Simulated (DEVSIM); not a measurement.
Structure: Co/SiO2/p-Si capacitor, at 400 K.

| layer (left to right) | material | thickness (nm) | Na (cm⁻³) |
|---|---|---|---|
| 1 | SiO2 | 5.00 | - |
| 2 | Si | 390 | 2.2e18 |

Metal gate on the left, work function 5 eV. Fixed charge at the semiconductor interface -1.6e11 cm⁻² (in units of +e); interface traps 2.8e11 cm⁻² eV⁻¹, uniform in energy, neutral level at 0.7 of the gap above the valence band.

This is a model device: material constants are rounded textbook-type values typed into the input, and sizes, dopings and lifetimes were drawn at random. Values at 300 K; Nc and Nv go as T^1.5, mobilities as T to minus their exponent, the gap by Varshni's rule with the affinity fixed.

```
parameter         SiO2        Si
----------------  ----  --------
gap (eV)             9     1.124
affinity (eV)      0.9      4.05
permittivity       3.9      11.7
Nc (cm⁻³)            -   2.86e19
Nv (cm⁻³)            -    3.1e19
Varshni α (eV/K)     -  0.000473
Varshni β (K)        -       636
```

Simulated with DEVSIM: 1D Poisson equation in equilibrium, Boltzmann statistics, complete ionisation; no quantum confinement or tunnelling. Metal contacts follow the ideal Schottky-Mott rule: no Fermi-level pinning, no interface dipoles.

The interface trap density was swept, all else fixed.

```json
[
 {"interface trap density (cm^-2 eV^-1)": "0", "minimum of the low-frequency capacitance (μF/cm²)": "0.295", "flat-band voltage (V)": "0.00"},
 {"interface trap density (cm^-2 eV^-1)": "1e10", "minimum of the low-frequency capacitance (μF/cm²)": "0.295", "flat-band voltage (V)": "0.00"},
 {"interface trap density (cm^-2 eV^-1)": "1e11", "minimum of the low-frequency capacitance (μF/cm²)": "0.300", "flat-band voltage (V)": "-0.02"},
 {"interface trap density (cm^-2 eV^-1)": "2.8e11", "minimum of the low-frequency capacitance (μF/cm²)": "0.309", "flat-band voltage (V)": "-0.05"},
 {"interface trap density (cm^-2 eV^-1)": "3e11", "minimum of the low-frequency capacitance (μF/cm²)": "0.310", "flat-band voltage (V)": "-0.05"},
 {"interface trap density (cm^-2 eV^-1)": "1e12", "minimum of the low-frequency capacitance (μF/cm²)": "0.342", "flat-band voltage (V)": "-0.16"},
 {"interface trap density (cm^-2 eV^-1)": "2e12", "minimum of the low-frequency capacitance (μF/cm²)": "(withheld)", "flat-band voltage (V)": "-0.31"}
]
```

Problem. Some entries are withheld; supply them.

Solution. 
- 2e12, minimum of the low-frequency capacitance (μF/cm²): 0.379
